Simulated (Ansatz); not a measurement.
A computed series for CdS: pressure series

The reference is CdS in the zinc blende structure (space group F-43m, No. 216).

```yaml
crystal:
  lattice:
    - [0.00000, 2.96333, 2.96333]
    - [2.96333, 0.00000, 2.96333]
    - [2.96333, 2.96333, 0.00000]
  atoms:
    - { symbol: Cd, position: [0.00000, 0.00000, 0.00000] }
    - { symbol: S, position: [0.25000, 0.25000, 0.25000] }
```

Cell and atoms are relaxed at each pressure.

Calculations: plane-wave PAW DFT at the PBE level (Ansatz, an electronic-structure program, 420 eV), no SOC.

Notes on the quantities. hole mass: degenerate bands, along [100].

```csv
variant,density,hole mass,band gap
base,4.61 g/cm³,"0.13, 0.82, 0.82 mₑ (at Γ)",1.04 eV
pressure −2 GPa,4.42 g/cm³,"0.12, 0.87, 0.87 mₑ (at Γ)",0.95 eV
pressure −1 GPa,4.52 g/cm³,"0.12, 0.85, 0.85 mₑ (at Γ)",1.00 eV
pressure 0.9 GPa,4.69 g/cm³,"0.13, 0.81, 0.81 mₑ (at Γ)",1.08 eV
pressure 2.1 GPa,4.78 g/cm³,"0.13, 0.78, 0.78 mₑ (at Γ)",1.12 eV
pressure 4.5 GPa,4.95 g/cm³,"0.14, 0.75, 0.75 mₑ (at Γ)",1.20 eV
pressure 9 GPa,5.23 g/cm³,"0.15, 0.69, 0.69 mₑ (at Γ)",1.31 eV
pressure 15 GPa,5.54 g/cm³,"0.15, 0.64, 0.64 mₑ (at Γ)",1.42 eV
pressure 22.5 GPa,5.87 g/cm³,"0.16, 0.59, 0.59 mₑ (at Γ)",1.52 eV
pressure 30 GPa,6.16 g/cm³,"0.17, 0.55, 0.55 mₑ (at Γ)",1.59 eV
```

Load acts through the strain it causes; cell and atoms are relaxed under it. Masses are band curvatures over ±0.01 Å⁻¹ around the edge. Stability against distortions was not tested. Tetrahedral semiconductors of this kind turn to denser phases somewhere between about 1 and 50 GPa; those were not computed, so compressed cells here can lie past the real transition.
